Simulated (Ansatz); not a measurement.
CsPbCl3: pressure 10 GPa

The parent structure is CsPbCl$_{3}$ in the cubic perovskite structure (space group Pm-3m, No. 221; a = 5.5209 Å).

Now apply this change: a hydrostatic pressure of 10 GPa.

Calculations: LDA in Ansatz (plane waves to 420 eV, PAW, without spin-orbit coupling). Settings: 6×6×6 k-points, 0.05 eV Fermi–Dirac smearing.

```tsv
quantity	base	changed	shift
volume per atom	33.65 Å³	27.32 Å³	-6.335 Å³
density	4.41 g/cm³	5.43 g/cm³	+1.02 g/cm³
lattice parameter a	5.521 Å	5.150 Å	-0.371 Å
enthalpy H = E + PV relative to the base's energy	–	+1.87 eV/atom	–
band gap	1.53 eV	0.21 eV	-1.32 eV
gap character	direct at R	direct at R	–
valley order (the lowest conduction-band minima on the path, energy above the VBM, named in the base's zone)	R along ⟨111⟩ 1.53 eV; Γ 2.75 eV	R along ⟨111⟩ 0.21 eV; Γ 1.37 eV	–
```

Cost of the whole job for the changed cell (relaxation, final SCF and bands): very roughly 40 core-seconds.

Spin-orbit coupling, missing from the scalar runs, can matter with Pb. Load acts through the strain it causes; cell and atoms are relaxed under it. Stability against distortions was not tested. No other phases were tried under pressure. Many cubic perovskites are stable only at high temperature; tilts and polar distortions were not tested. This is not the structure that CsPbCl3 has at room temperature and ambient pressure. The zero or small gap of CsPbCl3 under pressure 10 GPa can change with the level of theory.

Ansatz is a quantum-chemistry and plane-wave program.
